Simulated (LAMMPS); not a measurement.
LAMMPS 22 Jul 2025, classical MD, COMB3 (ffield.comb3): a series of growing systems, each on 32 ranks.

```yaml
task: MD, nve
potential: COMB3, ffield.comb3 lib.comb3
shape (slab and sphere leave vacuum in the box): bulk
temperature: 300 K
steps: 50
timestep: 0.5 fs
neighbor_skin: 2 Å
neigh_modify: every 1 delay 0 check yes
thermo: 100
steps_between_charge_equilibrations: 10
newton: on (default)
atom_modify sort (bins of 2 Å where set): 1000 (default)
comm_style: brick (default)
```

Machine: one whole node, Arm Neoverse V2, 96 cores on 1 socket, no SMT, 1 L3 cache group.

Times are wall-clock medians of two to five runs, from launch to exit, with nothing else on the machine. Unless noted, each process is bound to its own block of adjacent cores. Build: PyPI wheel: MPICH, OPENMP and OPT packages. Other compilers and libraries give other times. Scratch files lie in a memory file system. A preparatory run goes ahead and isn't timed.

Measured:

```json
[
 {"system": "TiO2, 384 atoms", "replicate": "4×4×4", "neighbour list builds": "0", "wall time": "0.72 s", "peak memory": "0.80 GiB"},
 {"system": "TiO2, 1296 atoms", "replicate": "6×6×6", "neighbour list builds": "0", "wall time": "1.3 s", "peak memory": "0.86 GiB"},
 {"system": "TiO2, 3072 atoms", "replicate": "8×8×8", "neighbour list builds": "0", "wall time": "2.2 s", "peak memory": "0.94 GiB"}
]
```

Still to run:

```
system             replicate
-----------------  ---------
TiO2, 10368 atoms   12×12×12
TiO2, 24576 atoms   16×16×16
```

**Question.** Estimate time and memory of the remaining systems.

**Answer.** The two largest measured give a power of ln(2.2/1.3) / ln(3072/1296) = 0.61 in the count of atoms; the table sets what it predicts beside the runs.

| system | time by that power | neighbour list builds | wall time | peak memory |
|---|---|---|---|---|
| TiO2, 10368 atoms | 4.6 s | 0 | 5.8 s | 1.1 GiB |
| TiO2, 24576 atoms | 7.8 s | 0 | 12 s | 1.4 GiB |

From the smallest system to the largest the time grows as the power 0.7 of the count of atoms; from step to step the powers are 0.5, 0.6, 0.8, 0.8. In the smallest, launch, exit and the like take 0.22 s of the 0.72 s. The largest part is pair forces (Pair) (38 %) in the smallest system and fixes (Modify) (67 %) in the largest.
